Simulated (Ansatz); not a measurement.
CsGeI3 (within 0.1 Å of R3m, No. 160, 5 atoms in the cell; start mp-28377), treated with r²SCAN0 (PAW; Ansatz, a program for electronic structure).

Input:

Ansatz 0.2 input:
```yaml
crystal:
  lattice:
    - [4.1899770785, -4.1299668555, 0.0671495566]
    - [4.1899770785, 4.1299668555, 0.0671495566]
    - [-0.2177032115, 0.0, 5.8809422739]
  atoms:
    - { symbol: Cs, position: [0.9091095115, 0.9091095115, 0.5929078726] }
    - { symbol: Ge, position: [0.3821793944, 0.3821793944, 0.1206615667] }
    - { symbol: I, position: [0.411460196, 0.411460196, 0.5927263652] }
    - { symbol: I, position: [0.9097904022, 0.4114604958, 0.0908520978] }
    - { symbol: I, position: [0.4114604958, 0.9097904022, 0.0908520978] }
basis:
  ecutwfc: 520
  ecutrho_ratio: 4
  xc_grid: 3
kpoints:
  mp_grid: { grid: [4, 4, 4] }
  band_path: { path: [[0, 0, 0], [-0.514322, -0.485678, 0.5]], npoints: 1 }
hamiltonian:
  xc: r2scan0
  dispersion: none
  pseudopotentials: { azcp: { folder: ./paw }, kind: paw }
scf:
  occupations: { method: fermi_dirac, width: 0.01 }
  convergence: { dr2_threshold: 0.0000000005 }
output:
  forces: true
  stress: true
  eigenvalues: true
  write_bands: true
```

From the output:

```
WARN output.stress: scf.exx.energy_threshold = 1e-6 eV is looser than the 5e-8 eV advised for a stress under a hybrid functional (1e-8 eV for each atom of the …
Crystal: 5 atoms, lattice volume = 203.654 Å³
Basis set: ecut = 520 eV, 5505 PW (Γ), exchange–correlation on 135×135×135 points (27 copies of the dense FFT grid, shifted against one another)
Bands: 45, of which v1, the nominal top of the filled ones, is band 37 counted from 1 (36 counted from 0)
Symmetry: 2 space group operations
Space group: Cm (ITA 8), of the structure as read, at distance tolerance 5.9e-5 Å
k-points: 24 of 64 (time reversal used)
Initial density: superposition of atomic densities (chi_scale 0.1, normalization cell, long waves kept (reshape's long-wave potential 0.00 eV rms))
Functional: x = r2scan, c = r2scan; τ floored in thin density (d = 2e-4 eV/Å³), warm-up for x = 0.75 r2scan + 0.25 exact, c = r2scan; τ floored in thin density (d = 2e-4 eV/Å³)
SCF iter   1: F=—  HF=-32579.115938 eV  |F-HF|=—  |Δ(HF+E_count)|=         —  Δρ=2.89e-2  dr2=3.19e0  dr2_τ=8.00e-3
SCF iter   2: F=—  HF=-32577.851930 eV  |F-HF|=—  |Δ(HF+E_count)|=    1.26e0  Δρ=8.14e-3  dr2=1.88e-1  dr2_τ=4.00e-3
  ...
Crystal: 5 atoms, lattice volume = 203.654 Å³
Initial density: handed on by an earlier stage of this run
Functional: x = 0.75 r2scan + 0.25 exact, c = r2scan; τ floored in thin density (d = 2e-4 eV/Å³)
Crystal: 5 atoms, lattice volume = 203.654 Å³
Crystal: 5 atoms, lattice volume = 203.654 Å³
SCF iter   1: F=—  HF=-32577.580526 eV  |F-HF|=—  |Δ(HF+E_count)|=         —  Δρ=9.57e-7  dr2=1.19e-9  dr2_τ=4.48e-11
SCF iter   2: F=-32577.580526 eV  HF=-32577.580526 eV  |F-HF|=1.16e-10  |Δ(HF+E_count)|=  8.55e-10  Δρ=4.73e-7  dr2=3.61e-10  dr2_τ=1.09e-11
SCF 4 converged in 2 iterations: F = -32577.580526 eV  dr2 = 3.61e-10
Free energy (F): -32577.580526 eV
Internal energy: -32577.580526 eV  (E = F + TS)
E sigma→0 (E₀):  -32577.580526 eV
Fermi energy:    6.135328 eV
--- Forces (eV/Å), atoms counted from 1 ---
  atom   1  Cs    -0.00125332     0.00000000     0.00217829
  atom   2  Ge    -0.29579095     0.00000000     0.19721836
  atom   3  I     -0.00784511     0.00000000    -0.22745975
  atom   4  I      0.15243074    -0.16652699     0.01401655
  atom   5  I      0.15243074     0.16652699     0.01401655
--- Stress (GPa, compression-positive) ---
        1.070081       0.000000      -0.075328
        0.000000       0.955047       0.000000
       -0.075328       0.000000       1.002440
  P = ⅓ Tr σ = 1.0092 GPa (10.092 kbar)
```

The PAW data were made under PBE.

Note: cell and atoms aren't relaxed at this level (largest force component 0.30 eV/Å, pressure 1.0 GPa).

A start named mp-… is a Materials Project structure, which need not be a measured phase.
